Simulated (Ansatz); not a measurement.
Consider TiO$_{2}$ in the anatase structure (space group I4_1/amd, No. 141; a = 3.799 Å, c = 9.701 Å).

Computed with Kohn–Sham DFT with the PBE functional, run in Ansatz (a quantum-chemistry and plane-wave program) with PAW and 420 eV plane waves, no SOC.

One change was made to it. Results:

| quantity | base | after |
|---|---|---|
| volume per atom | 11.67 Å³ | 11.65 Å³ |
| band gap | 2.13 eV | 2.13 eV |
| smallest direct gap | 2.43 eV | 2.43 eV |
| width of the top valence band | 0.84 eV | 0.84 eV |

**Question.** Name the change that was made.
A) pressure 1.5 GPa
B) pressure 0.3 GPa
C) pressure −1 GPa
D) pressure 5 GPa

**Answer.** B, pressure 0.3 GPa. For comparison, the volume per atom in the other runs: pressure 1.5 GPa gives 11.57 Å³; pressure −1 GPa gives 11.73 Å³; pressure 5 GPa gives 11.35 Å³.

Load acts through the strain it causes; cell and atoms are relaxed under it. No phonon test of stability was made. Competing high-pressure phases were not computed. All final runs are without spin polarisation.
